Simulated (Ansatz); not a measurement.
## How far to go with the plane-wave cutoff: Hf (Fm-3m, 1 atom in the cell)

```
Hf
1.0
    0.00000     2.24644     2.24644
    2.24644     0.00000     2.24644
    2.24644     2.24644     0.00000
Hf
1
Cartesian
  0.00000   0.00000   0.00000
```

Method: LDA (PW92), default PAW files made with PBE (plane waves; Ansatz, a first-principles code).

Base settings: basis.ecutwfc = 420 eV; kpoints.mp_grid.grid = 13 13 13; hamiltonian.xc = lda; hamiltonian.pseudopotentials = {kind: paw} (the program's default PAW files); scf.occupations.method = fermi_dirac; scf.occupations.width = 0.1 eV.

The second cell is the first with its lattice scaled by 0.98.

The mesh stays at the base's, so the ladder's end is converged at best in this setting alone.

The first pressure column holds Ansatz's estimate of the finite-basis (Pulay) stress, which hides part of the cutoff error; the other is without it.

Only quantities that move along the ladder and can be compared are tabulated.

The count of work is k-points × plane waves × bands × iterations; it is no time. 

The starting cell comes from a database of computed structures (which also holds hypothetical and non-ambient phases and stackings), without a prior relaxation at this level. Its lattice was rescaled by up to half a per cent. In the base run, with a pressure of about -9 GPa the cell is away from its equilibrium volume at this level.

Steps (basis.ecutwfc): 145 eV; 170 eV; 190 eV; 210 eV; 230 eV; 250 eV; 295 eV; 335 eV; 380 eV; 420 eV; 460 eV; 505 eV; 565 eV; 630 eV; 735 eV; 840 eV; 1010 eV.

**Question.** What is the coarsest basis.ecutwfc that holds the free energy within 5 meV/atom of the last step, with all finer ones?

**Answer.** 380 eV, at 0.18 of the last step's count of work; the step before is off by 11 meV/atom.

**Question.** What is the coarsest basis.ecutwfc that holds the pressure without the Pulay estimate within 0.2 GPa of the last step, with all finer ones?

**Answer.** 380 eV, at 0.18 of the last step's count of work; the step before is off by 1.0 GPa.

**Question.** What is the coarsest basis.ecutwfc that holds the energy of the compressed cell less the first within 0.2 meV/atom of the last step, with all finer ones?

**Answer.** 380 eV, at 0.18 of the last step's count of work; the step before is off by 0.66 meV/atom.

```csv
basis.ecutwfc,free energy less the last step's (meV/atom),energy of the compressed cell less the first (meV/atom),pressure (GPa),pressure without the Pulay estimate (GPa),count of work / last
145 eV,41143.50,70.50,-43.53,-1115.18,0.054
170 eV,16484.99,-215.07,-18.88,-485.42,0.059
190 eV,8004.18,71.09,-3.40,-255.78,0.084
210 eV,4092.03,-106.07,-12.99,-147.29,0.088
230 eV,2065.62,-58.87,-10.43,-89.19,0.088
250 eV,975.81,-49.19,-8.55,-54.61,0.095
295 eV,124.81,-51.36,-8.68,-17.87,0.14
335 eV,11.40,-48.39,-8.59,-9.68,0.17
380 eV,2.06,-48.99,-8.63,-8.68,0.18
420 eV,1.36,-49.01,-8.63,-8.66,0.24
460 eV,0.85,-49.02,-8.64,-8.66,0.28
505 eV,0.55,-49.02,-8.64,-8.65,0.29
565 eV,0.40,-49.02,-8.64,-8.64,0.37
630 eV,0.33,-49.03,-8.64,-8.64,0.45
735 eV,0.25,-49.03,-8.64,-8.64,0.50
840 eV,0.17,-49.04,-8.64,-8.64,0.76
1010 eV,0.00,-49.05,-8.64,-8.64,1.0
```

The energy difference between the two cells stays within 1 meV/atom of the last step's from 335 eV on, the total only from 460 eV on: much of the error is common to both cells and cancels.

At the lowest cutoff the pressure without the Pulay estimate lies 1110 GPa under the last step's, the usual sign of Pulay stress in an incomplete plane-wave basis.

Keys are those of Ansatz 0.2.
